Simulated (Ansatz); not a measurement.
A hypothetical phase is included: elements placed on a structure type, which no database files for this compound.

Tunnelling through a barrier is set by its complex band structure: the current falls as exp(−2κd) with the smallest κ.

Data:

```
BN
1.0
    2.46209     0.00000     0.00000
   -1.23104     2.13223     0.00000
    1.23104     0.71074     2.01029
N B
1 1
Direct
  0.00000   0.00000   0.00000
  0.00000   0.50000   0.50000
```

The cell was relaxed by PBE-D3(BJ); by r2SCAN it stands under a pressure of 3.4 GPa.

Transport runs along the normal of the first two printed cell vectors, the (111) plane of the conventional cell.

No gap correction and no spin-orbit coupling; mid-gap is the computed energy nearest the middle.

### Question
State the band gap and the smallest decay constant κ at mid-gap according to Ansatz (an electronic-structure program) with r2SCAN.

### Answer
Gap 1.41 eV on a 18×18×18 mesh; κ = 0.224 1/Å, at (0.167, 0.167) of the in-plane reciprocal vectors. At the zone centre the slowest state has κ = 0.32 1/Å.
